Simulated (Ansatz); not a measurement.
Cost and result by functional for the adsorption energy of SiH3 on the (111) surface of germanium (2x2 Ge adatom at T4; a constructed slab, bottom: 4 H on 4 bottom sites), one in a cell of 57 Å², started at the site 'top Ge #2', in Ansatz (plane waves, PAW). Single points on the PBE structure, on one kind of machine; costs are rough ratios of the slab run's core time (references not counted) to the cheapest single point. r2SCAN's cost holds its higher cutoff (500 against 420 eV). Differences are taken against r2SCAN for comparison alone: no measured value is at hand, so the table doesn't rank accuracy.

Model: 41-atom slab, 13.7 Å thick at the start with caps and adatoms under the adsorbate (thin: gaps and levels are the slab's own), 3x3x1 mesh, Fermi-Dirac 0.01 eV, dipole correction, 20 atoms held, the rest relaxed; symmetry of the start imposed; spin-polarised, ending with about 0.8 μB a cell, a value that depends on the mesh; orders that need a larger cell were not tried, no spin-orbit, no U, no dispersion correction. The slab shows no gap over 0.04 eV on its mesh. At the end it is bonded to Ge. In PBE it is, or lies within 0.03 eV of, the lowest of the starts that converged. These notes are the PBE run's. r2SCAN: The program's check for a lower electronic state was not made. Adsorption energies are against SiH4(g) − ½ H2(g). A negative adsorption energy means that the adsorbate is more stable on the surface than in its reference.

```json
[
 {"functional": "RPBE", "relative cost": "1", "adsorption energy (eV)": "-0.33", "less r2SCAN (eV)": "0.40"},
 {"functional": "r2SCAN", "relative cost": "2", "adsorption energy (eV)": "-0.72", "less r2SCAN (eV)": "0.00"},
 {"functional": "PBE (the relaxed run's value)", "relative cost": "–", "adsorption energy (eV)": "-0.48", "less r2SCAN (eV)": "0.25"}
]
```

The values span 0.40 eV, while the single points' costs differ by a factor of roughly 2. Differences are of unrounded values.

Ansatz is a program for electronic structure.
